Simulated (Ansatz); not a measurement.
The reference is InAs in the zinc blende structure (space group F-43m, No. 216; a = 6.1096 Å). Axes: x, y, z lie along the cube axes.

Computed with r2SCAN/PAW in Ansatz (a first-principles code), no spin-orbit coupling.

Base values:

The valley order is Γ 0.08 eV; L along ⟨111⟩ 1.25 eV.

Now apply this change: biaxial strain −1.50 %, plane normal [001], relaxed out of plane (Cartesian); in-plane vectors clamped, the third vector and the atoms free.

How does this affect the energy relative to the base, valley order and out-of-plane strain?

The energy grows by 3.2 meV/atom; the valley order (the lowest conduction-band minima on the path, energy above the VBM, named in the base's zone) becomes Γ 0.10 eV; L along [111] 1.22 eV (base: Γ 0.08 eV; L along ⟨111⟩ 1.25 eV); the out-of-plane strain amounts to +1.61 %.

The levels and masses belong to the bands next to the band gap. Stability against distortions was not tested.
